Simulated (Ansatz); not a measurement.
Base system: GaN in the zinc blende structure (space group F-43m, No. 216).

```xyz
2
Lattice="0.0000 2.2490 2.2490 2.2490 0.0000 2.2490 2.2490 2.2490 0.0000" Properties=species:S:1:pos:R:3 pbc="T T T"
Ga     0.0000     0.0000     0.0000
N      1.1245     1.1245     1.1245
```

Cartesian axes are those of the cell as printed.

Computed with plane-wave PAW DFT at the r2SCAN level (Ansatz, a quantum-chemistry and plane-wave program, 500 eV), scalar-relativistic without spin-orbit coupling.

It is then changed as follows: every lattice vector is shortened by 0.50 %, atoms relaxed at fixed cell.

Problem. Predict the stress tensor and what it implies for the stiffness.

Solution. Stress of the strained cell less that of the base (GPa, compression positive):
```
   3.05    0.00    0.00
   0.00    3.05    0.00
   0.00    0.00    3.05
```

Then B = −ΔP/(ΔV/V₀) with ΔV/V₀ = -0.0149 gives secant stiffness values (nonlinear terms included at this strain): B ≈ 205 GPa.

Whether these cells are dynamically stable was not tested. This is not the structure that GaN has at room temperature and ambient pressure.
